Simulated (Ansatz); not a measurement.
Ir₃Rh (Pm-3m), PBEsol, DFPT electron-phonon coupling, linearised Boltzmann equation run with Ansatz (an electronic-structure program): phonon-limited resistivity 5.20 μΩ·cm at 300 K, 7.09 μΩ·cm at 400 K, current-weighted mean free path 8.0 nm.

### Question
Estimate the electronic thermal conductivity at 300 K by the Wiedemann-Franz law (L₀ = 2.44×10⁻⁸ W·Ω/K²).

### Answer
L₀T/ρ = 2.44×10⁻⁸ × 300/(5.20×10⁻⁸) = 141 W/(m·K). Inelastic scattering puts the true Lorenz number somewhat under L₀ near and below the Debye temperature.

### Question
What is the classical skin depth at 1 GHz (nonmagnetic, μ₀ = 1.257×10⁻⁶ H/m)?

### Answer
δ = √(ρ/(π f μ₀)) = 3630 nm.

### Question
Estimate the resistivity of a 40 nm square wire with diffuse walls from ρ ≈ ρ₀(1 + 3ℓ/4d).

### Answer
1 + 0.75 × 8.0/40 = 1.15, so ρ ≈ 5.98 μΩ·cm and a line 1 μm long has 37.4 Ω. The formula is the free-electron limit for d well above ℓ; grain boundaries add to it.

A metal at this level (no band gap). Only scattering by harmonic phonons is included (no impurities, grain boundaries, electron-electron scattering or thermal expansion). Spin-orbit coupling is left out, which matters with elements this heavy. The run warned that the eigensolver left some states short of its tolerance. Halving the electron mesh (24x24x24) moves the resistivity by up to 8 % at 300 K, the mean free path by up to 3 %. Smearing 0.20 eV; phonons on a 4x4x4 q mesh, which this run doesn't test.

Computed structure with no diffraction record at hand here (it may be known, metastable or hypothetical): Ir3Rh (Pm-3m).
